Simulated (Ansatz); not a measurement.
Cell and atoms of amorphous Hf14O34La4:

```yaml
crystal:
  lattice:
    - [8.91196, 0.00000, 0.00000]
    - [0.00000, 8.91196, 0.00000]
    - [0.00000, 0.00000, 8.91196]
  atoms:
    - { symbol: Hf, position: [0.84828, 0.63201, 0.04483] }
    - { symbol: Hf, position: [0.36699, 0.16767, 0.93647] }
    - { symbol: Hf, position: [0.11312, 0.80905, 0.77823] }
    - { symbol: Hf, position: [0.64395, 0.95060, 0.01401] }
    - { symbol: Hf, position: [0.22169, 0.46461, 0.80919] }
    - { symbol: Hf, position: [0.03192, 0.02590, 0.05617] }
    - { symbol: Hf, position: [0.85078, 0.86817, 0.38012] }
    - { symbol: Hf, position: [0.86413, 0.48485, 0.61470] }
    - { symbol: Hf, position: [0.09717, 0.34691, 0.23367] }
    - { symbol: Hf, position: [0.80318, 0.30046, 0.93548] }
    - { symbol: Hf, position: [0.19456, 0.66891, 0.45269] }
    - { symbol: Hf, position: [0.71528, 0.05742, 0.64310] }
    - { symbol: Hf, position: [0.40544, 0.34563, 0.49263] }
    - { symbol: Hf, position: [0.73649, 0.25750, 0.31063] }
    - { symbol: O, position: [0.83677, 0.05964, 0.92494] }
    - { symbol: O, position: [0.34816, 0.74983, 0.30644] }
    - { symbol: O, position: [0.03181, 0.93701, 0.25648] }
    - { symbol: O, position: [0.62566, 0.72350, 0.95366] }
    - { symbol: O, position: [0.59133, 0.22000, 0.94555] }
    - { symbol: O, position: [0.24918, 0.85058, 0.58466] }
    - { symbol: O, position: [0.18064, 0.01757, 0.86039] }
    - { symbol: O, position: [0.85213, 0.09526, 0.44719] }
    - { symbol: O, position: [0.20317, 0.17616, 0.11280] }
    - { symbol: O, position: [0.32973, 0.26974, 0.71957] }
    - { symbol: O, position: [0.96757, 0.68054, 0.42563] }
    - { symbol: O, position: [0.04804, 0.32123, 0.82579] }
    - { symbol: O, position: [0.42778, 0.98307, 0.06738] }
    - { symbol: O, position: [0.94030, 0.36820, 0.41584] }
    - { symbol: O, position: [0.66054, 0.06888, 0.22051] }
    - { symbol: O, position: [0.03766, 0.51251, 0.10145] }
    - { symbol: O, position: [0.66649, 0.54924, 0.56651] }
    - { symbol: O, position: [0.28449, 0.68207, 0.87005] }
    - { symbol: O, position: [0.80472, 0.26777, 0.69110] }
    - { symbol: O, position: [0.06427, 0.60075, 0.67847] }
    - { symbol: O, position: [0.73458, 0.44259, 0.12019] }
    - { symbol: O, position: [0.92961, 0.91989, 0.65442] }
    - { symbol: O, position: [0.64320, 0.88017, 0.50372] }
    - { symbol: O, position: [0.34195, 0.39745, 0.99046] }
    - { symbol: O, position: [0.56244, 0.97191, 0.78976] }
    - { symbol: O, position: [0.33635, 0.53845, 0.60367] }
    - { symbol: O, position: [0.25588, 0.47432, 0.33601] }
    - { symbol: O, position: [0.25029, 0.19601, 0.42348] }
    - { symbol: O, position: [0.57034, 0.18139, 0.50745] }
    - { symbol: O, position: [0.91430, 0.22110, 0.14227] }
    - { symbol: O, position: [0.98640, 0.80420, 0.96805] }
    - { symbol: O, position: [0.81864, 0.51950, 0.84562] }
    - { symbol: O, position: [0.74927, 0.78816, 0.19080] }
    - { symbol: O, position: [0.53764, 0.38061, 0.31180] }
    - { symbol: La, position: [0.07651, 0.14406, 0.61855] }
    - { symbol: La, position: [0.46507, 0.57232, 0.14118] }
    - { symbol: La, position: [0.42067, 0.99272, 0.33857] }
    - { symbol: La, position: [0.51956, 0.72297, 0.70207] }
```

Methods: PBE, scalar-relativistic without spin-orbit coupling (Ansatz, a quantum-chemistry and plane-wave program); r2SCAN, scalar-relativistic without spin-orbit coupling (Ansatz); HSE06, scalar-relativistic without spin-orbit coupling (Ansatz). Neutral PBE cell, which sets geometry, pressure and energy: sampling: a 2×2×2 Γ-centred mesh; Fermi-Dirac width 0.02 eV; no spin polarisation. Exact exchange is cut at the faces of this 9 Å cell, which leaves hybrid gaps a finite-size error.

Preparation: random packing, a CHGNet melt and quench, and a DFT relaxation. O atoms were pushed apart under 1.9 Å during the dynamics, to hinder bonds among them. The hot cell started wider than the set density and was brought back towards it in steps. It is the lowest in DFT energy of 2 quenches. It is a model cell: composition and starting density were chosen by hand, and all elements were melted together. No dispersion term was used. Its density started from a set value of 8.41 and ended at 8.44 g/cm³. Cooling (nominally 450 K/ps over its main leg) ran many orders faster than in experiment, which tends to leave more defects and strain. A cell of this size samples the disorder only roughly. The volume was free in the relaxation, at fixed shape.

Problem. Give the pressure, the energy against reference phases and the spacing of the highest filled and lowest empty levels.

Solution. 
* **Pressure on a 2×2×2 Γ-centred mesh**: -0.06 GPa
* **Largest force and stress component on that mesh (the relaxation ran on the zone centre alone)**: 0.08 eV/Å and 2.8 GPa
* **Energy relative to HfO2 (P2_1/c) + hexagonal La2O3 (lowest mix at this level among the phases computed, not always the ambient ones)**: 0.128 eV/atom
* **Gap on a 2×2×2 Γ-centred mesh (PBE)**: 3.87 eV
* **Gap at the zone centre (PBE)**: 3.92 eV
* **Gap at the zone centre (r2SCAN)**: 4.39 eV
* **Gap at the zone centre (HSE06)**: 5.47 eV
* **Distance between the nearest levels spread over more than a fifth of the atoms or a third of the atoms of their main element (six at least) (PBE, zone centre)**: 3.92 eV

Problem. At PBE and the zone centre, how localised are the states just below and above the Fermi level (participation number: the atoms over which a state spreads)?

Solution. The highest filled state is spread over 14.2 atoms' worth, largest on O26, with weights by element (charge in smoothed Voronoi cells) O 0.94, Hf 0.04, La 0.01. The lowest empty state is spread over 19.6 atoms' worth, largest on La49, with weights by element (charge in smoothed Voronoi cells) O 0.45, Hf 0.34, La 0.22.

Bonds are counted up to Hf-Hf 3.34 Å, Hf-O 2.92 Å, Hf-La 3.65 Å, O-O 1.58 Å, O-La 3.00 Å, La-La 3.96 Å. Two cations that share two anions don't count as bonded, nor two that share one unless they lie closer than Hf-Hf 3.25 Å, Hf-La 3.55 Å, La-La 3.85 Å.

Added carriers, by Ansatz with PBE, scalar-relativistic without spin-orbit coupling on the zone centre alone. Charged cells keep the cell fixed and stand in a uniform background, with no image correction, at a width of 0.01 eV; where the count is odd the moment is locked at 1 μB, unless the neutral cell bore moments. Each starts from the undistorted neutral geometry alone. PBE's self-interaction favours spread-out carriers, so it can miss traps that a hybrid finds.

Problem. What happens at PBE when the cell takes an extra electron and the atoms relax?

Solution. Relaxation lowers the charged cell by 0.45 eV. The largest moves are O26 0.26 Å, O28 0.16 Å, O42 0.11 Å, O34 0.11 Å. The level that holds the added charge spreads over 12.7 atoms' worth, most on La49 (weight 0.17): a partly localised carrier. Bonds broken: Hf8-O26. Made neutral again at that geometry, the cell lies +0.59 eV from the neutral start.

Problem. What happens at PBE when the cell takes a hole and the atoms relax?

Solution. Relaxation lowers the charged cell by 0.25 eV. The largest moves are O39 0.27 Å, Hf10 0.23 Å, O26 0.20 Å, O35 0.15 Å. The level that was emptied spreads over 2.9 atoms' worth, most on O19 (weight 0.54): a localised (trapped) carrier, which neighbours of that atom can share. Bonds broken: Hf8-O26. Made neutral again at that geometry, the cell lies +0.87 eV from the neutral start.
